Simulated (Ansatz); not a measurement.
The starting structures come from a database of crystals and need not be the phases stable at ambient conditions.

The decay constant κ of evanescent states in the gap governs leakage through a thin film.

```xyz
7
Lattice="6.3615 0.0000 0.0000 0.0000 12.6057 0.0000 3.1808 6.3028 3.1808" Properties=species:S:1:pos:R:3 pbc="T T T"
Cd     0.0000     0.0000     0.0000
In     0.0000     6.3028     0.0000
In     3.1808     3.1514     0.0000
Te     7.8056     4.5869     1.7037
Te     4.8845    14.3215     1.7367
Te     1.7367    10.8898     1.4770
Te     4.6578     8.0187     1.4441
```

Space group of this cell: I-4. The cell is taken as given.

Transport runs along the normal of the first two printed cell vectors, the (100) plane of the conventional cell.

The gap is the functional's own, uncorrected, and κ follows it; spin-orbit coupling is left out. Mid-gap values are interpolated between the computed energies.

**Question.** Predict the band gap and the smallest decay constant κ at mid-gap from Ansatz (a program for electronic structure) with r2SCAN.

**Answer.** Gap 1.35 eV on a 10×10×10 mesh; κ = 0.103 1/Å, at the zone centre.
